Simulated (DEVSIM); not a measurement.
illuminated Si n-on-p cell, one wavelength, with a back-surface field

Structure: illuminated Si n-on-p cell, one wavelength, with a back-surface field, at 250 K.

```tsv
layer (left to right)	material	thickness (μm)	Nd (cm⁻³)	Na (cm⁻³)	τn (s)	τp (s)	absorption coefficient (cm⁻¹)
1	Si	0.260	4.3e18	-	2.7e-5	0.0024	460
2	Si	290	-	4.6e16	0.00038	0.00038	460
3	Si	0.480	-	1e18	0.00038	0.00038	460
```

Left contact: ohmic, minority hole recombination velocity 10000 cm/s. Right contact: ohmic, minority electron recombination velocity 4000 cm/s. Voltage is applied to the left contact. Recombination: SRH at mid-gap, radiative, Auger. Light enters at the left, 2e18 photons cm⁻² s⁻¹, one pass, no reflection. Mobility is μmin + (μ − μmin)/(1 + (N/Nref)^α).

Constants are typed, rounded textbook-type inputs, not results; the design itself was drawn at random and stands for no fabricated device. Values at 300 K; Nc and Nv go as T^1.5, mobilities as T to minus their exponent, the gap by Varshni's rule with the affinity fixed.

| parameter | Si |
|---|---|
| gap (eV) | 1.124 |
| affinity (eV) | 4.05 |
| permittivity | 11.7 |
| Nc (cm⁻³) | 2.86e19 |
| Nv (cm⁻³) | 3.1e19 |
| μn (cm²/Vs) | 1417 |
| μp (cm²/Vs) | 470 |
| μn,min | 52 |
| μp,min | 45 |
| Nref,n | 9.7e16 |
| Nref,p | 2.2e17 |
| αn | 0.68 |
| αp | 0.72 |
| T exponent of μn | 2.3 |
| T exponent of μp | 2.2 |
| B (cm³/s) | 4.7e-15 |
| Cn (cm⁶/s) | 2.8e-31 |
| Cp (cm⁶/s) | 9.9e-32 |
| Varshni α (eV/K) | 0.000473 |
| Varshni β (K) | 636 |

Simulated with DEVSIM: 1D drift-diffusion, Boltzmann statistics, complete ionisation; no tunnelling, impact ionisation, image-force lowering or self-heating.

| Item | Value |
|---|---|
| Potential step across the device at zero bias | 1.033 V |
| Dark forward voltage at 1 A/cm² | 0.853 V |
| Dark forward voltage at 100 A/cm² | 0.988 V |
| Short-circuit current | 316 mA/cm² |
| Open-circuit voltage | 0.826 V |
| Fill factor | 0.88 |
| Largest power | 229 mW/cm² |
| Share of generated pairs collected at short circuit | 0.985 |

Dark reverse current:

```
V (V)  J (A/cm²)
-----  ---------
0.20     4.6e-14
0.30     6.3e-14
0.40     7.9e-14
0.60     1.1e-13
0.80     1.4e-13
1.00     1.6e-13
1.30     1.9e-13
1.60     2.2e-13
2.00     2.6e-13
```

Current under light (generator sign):

```json
[
 {"V (V)": "0.00", "J (mA/cm²)": "316"},
 {"V (V)": "0.12", "J (mA/cm²)": "316"},
 {"V (V)": "0.26", "J (mA/cm²)": "316"},
 {"V (V)": "0.40", "J (mA/cm²)": "316"},
 {"V (V)": "0.54", "J (mA/cm²)": "316"},
 {"V (V)": "0.68", "J (mA/cm²)": "315"},
 {"V (V)": "0.70", "J (mA/cm²)": "315"},
 {"V (V)": "0.72", "J (mA/cm²)": "313"},
 {"V (V)": "0.74", "J (mA/cm²)": "309"},
 {"V (V)": "0.76", "J (mA/cm²)": "300"},
 {"V (V)": "0.78", "J (mA/cm²)": "275"},
 {"V (V)": "0.80", "J (mA/cm²)": "216"},
 {"V (V)": "0.82", "J (mA/cm²)": "69.8"},
 {"V (V)": "0.84", "J (mA/cm²)": "-274"}
]
```
